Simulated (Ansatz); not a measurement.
The parent structure is CdSe in the zinc blende structure (space group F-43m, No. 216; a = 6.133 Å).

Level of theory: r2SCAN/PAW in Ansatz (an electronic-structure program), without spin-orbit coupling, earlier PAW set.

For the base:

The band gap is 1.03 eV. The width of the top valence band is 2.13 eV and the pressure comes out as 0.01 GPa.

One thing is altered: every lattice vector is stretched by 1.24 %; the atoms relax in the strained cell.

Problem. How does this affect the band gap, width of the top valence band, pressure and energy relative to the base?

Solution. The band gap drops by 0.08 eV, from 1.03 eV to 0.95 eV; the width of the top valence band shrinks by 0.15 eV to 1.98 eV; the pressure drops by 1.753 GPa (0.01 GPa → -1.75 GPa); the energy increases by 6.1 meV/atom.

Whether these cells are dynamically stable was not tested.
